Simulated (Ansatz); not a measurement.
Defect: interstitial Al in 2H silicon carbide, charge state +3. The step: one Al atom jumps by itself; the atom moves 2.57 Å along (0.83, 0.83, 0.00) of the unit cell; the moving atom starts with neighbours C at 1.89, 2 C at 2.08, 2 C at 2.29; 2 Si at 2.36, Si at 2.40, 2 Si at 2.45 Å and ends with C at 1.89, 2 C at 2.08, 2 C at 2.29; 2 Si at 2.36, Si at 2.40, 2 Si at 2.45 Å. DFT values are from Ansatz (plane-wave PAW, 420 eV unless said) in a cell of 72 host sites, spin-restricted, static, with no finite-size correction. The host's phase is taken as given; its stability against other phases was not computed. The charge state is imposed; whether it is stable for some Fermi level was not computed. Sites that were not tried may lie lower. The start lies 0.55 eV above the lowest site run (PBE). For the PBE band: the program found a first-order saddle point.

```json
[
 {"Level": "CHGNet universal potential (has no charge state), its own band", "Forward barrier (eV)": "1.09", "Cost of the band or of the saddle's single point": "-"},
 {"Level": "PBE, the Γ point alone, band relaxed", "Forward barrier (eV)": "1.59", "Cost of the band or of the saddle's single point": "around 15 core-minutes (rough)"},
 {"Level": "PBE, a 2×2×2 k-point mesh shifted by half a step along c, same geometries", "Forward barrier (eV)": "1.62", "Cost of the band or of the saddle's single point": "roughly 80 core-seconds"},
 {"Level": "r2SCAN at 500 eV, the Γ point alone, same geometries", "Forward barrier (eV)": "1.63", "Cost of the band or of the saddle's single point": "roughly 50 core-seconds"},
 {"Level": "HSE06, Γ point alone, same geometries", "Forward barrier (eV)": "1.62", "Cost of the band or of the saddle's single point": "roughly 3.0 core-minutes"}
]
```

Ansatz is a first-principles code.
